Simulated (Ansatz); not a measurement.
The starting structures come from a database of crystals and need not be the phases stable at ambient conditions.

By PBEsol, the system below comes out a metal.

A figure of merit of an interconnect metal is its ballistic conductance per area.

Data:

```
Au
1.0
    2.76381     0.00000     0.00000
   -1.15657     4.95391     0.00000
    0.01267     0.62406     2.68765
Au
2
Direct
  0.66596   0.27406   0.32714
  0.33404   0.72594   0.67286
```

Space group of this cell: P-1. The cell is strained (all lengths scaled by 0.98); by PBEsol its mean pressure is -0.5 GPa.

The current flows along the normal of the first two printed cell vectors. No spin-orbit coupling; the value is a mean over 0.1 eV about the Fermi level.

Q: Give the ballistic conductance per area that PBEsol (Ansatz, a program for electronic structure) yields.

A: 0.84 × 10¹⁵ S/m² for both spins.
